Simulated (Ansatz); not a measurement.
Start from Ir in the fcc (Cu type) structure (space group Fm-3m, No. 225; a = 3.871 Å).

Structures relaxed with Ansatz (a program for electronic structure), PBE, PAW, cutoff 420 eV, no spin-orbit coupling, earlier PAW set.

Base:

Simulated powder pattern, Cu Kα1, λ = 1.54056 Å (kinematic, ideal powder, no thermal factors, no anomalous dispersion; the 14 strongest lines at most, above 2 %, up to 2θ = 90°):

```csv
2θ (°),I/Imax (%),hkl
40.33,100,(111)
46.91,49,(200)
68.51,33,(220)
82.61,40,(311)
87.16,12,(222)
```

After one change:

Simulated powder pattern, Cu Kα1, λ = 1.54056 Å (kinematic, ideal powder, no thermal factors, no anomalous dispersion; the 14 strongest lines at most, above 2 %, up to 2θ = 90°):

```json
[
 {"2θ (°)": "40.50", "I/Imax (%)": "100"},
 {"2θ (°)": "47.12", "I/Imax (%)": "49"},
 {"2θ (°)": "68.84", "I/Imax (%)": "33"},
 {"2θ (°)": "83.03", "I/Imax (%)": "40"},
 {"2θ (°)": "87.62", "I/Imax (%)": "12"}
]
```

Q: Name the change that was made.
A. pressure −2 GPa
B. pressure 9 GPa
C. pressure 2.1 GPa
D. pressure 4.5 GPa

A: D, pressure 4.5 GPa. Its volume per atom is 14.32 Å³ against 14.50 Å³, and its space group is Fm-3m (No. 225).

Load acts through the strain it causes; cell and atoms are relaxed under it. Whether these cells are dynamically stable was not tested. No other phases were tried under pressure. All final runs are without spin polarisation.
